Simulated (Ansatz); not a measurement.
Consider CsCl in the CsCl type structure (space group Pm-3m, No. 221).

```
CELL_PARAMETERS angstrom
      4.14031     0.00000     0.00000
      0.00000     4.14031     0.00000
      0.00000     0.00000     4.14031
ATOMIC_POSITIONS crystal
  Cs 0.00000 0.00000 0.00000
  Cl 0.50000 0.50000 0.50000
```

Cartesian axes are those of the cell as printed.

Method: r2SCAN (Ansatz, a quantum-chemistry and plane-wave program), no spin-orbit coupling.

For the base:

| Quantity | Result |
|---|---|
| Band gap | 5.91 eV |

Now apply this change: strain tensor (xx, yy, zz, yz, xz, xy) = (−1.37, +0.27, +0.82, +0.97, −1.25, −0.89) %; the atoms relax in the strained cell.

Q: What does the calculation give for the stress after the change?

A: The stress (xx, yy, zz, yz, xz, xy; compression positive) amounts to (0.46, -0.01, -0.16, -0.15, 0.21, 0.13) GPa.

Q: How does this affect the band gap?

A: The band gap falls by 0.07 eV to 5.84 eV.

Stability against distortions was not tested.
